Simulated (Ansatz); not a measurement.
**What uniaxial strain ε_zz = −2.20 % does to Ti3Al**

The parent structure is Ti3Al (space group P6_3/mmc, No. 194; a = 5.688 Å, c = 4.608 Å). Axes: x lies along a and z along c of the hexagonal cell.

Perturbation: the cell is compressed by 2.20 % along z with no lateral relaxation, atoms relaxed at fixed cell.

Calculations: DFT with PBEsol, PAW potentials and a 420 eV plane-wave cutoff in Ansatz (a program for electronic structure), no spin-orbit coupling. Settings: 10×10×10 k-points, 0.05 eV Fermi–Dirac smearing.

| quantity | base | changed | shift |
|---|---|---|---|
| volume per atom | 16.14 Å³ | 15.78 Å³ | -0.36 Å³ |
| space group | P6_3/mmc (No. 194) | P6_3/mmc (No. 194) | – |
| shortest interatomic distance | 2.792 Å | 2.771 Å | -0.021 Å |
| energy relative to the base (free energy F) | 0 meV/atom | +6.1 meV/atom | +6.1 meV/atom |
| band gap | zero | zero | – |
| stress (xx, yy, zz, yz, xz, xy; compression positive) (rough) | – | (1.7, 1.7, 5.6, 0.0, 0.0, 0.0) GPa | – |

Without a gap, meshes like the base's 10×10×10 leave anisotropic stresses uncertain by several tenths of a GPa, and small strain energies with them. Whether these cells are dynamically stable was not tested. The final runs are not spin-polarised.
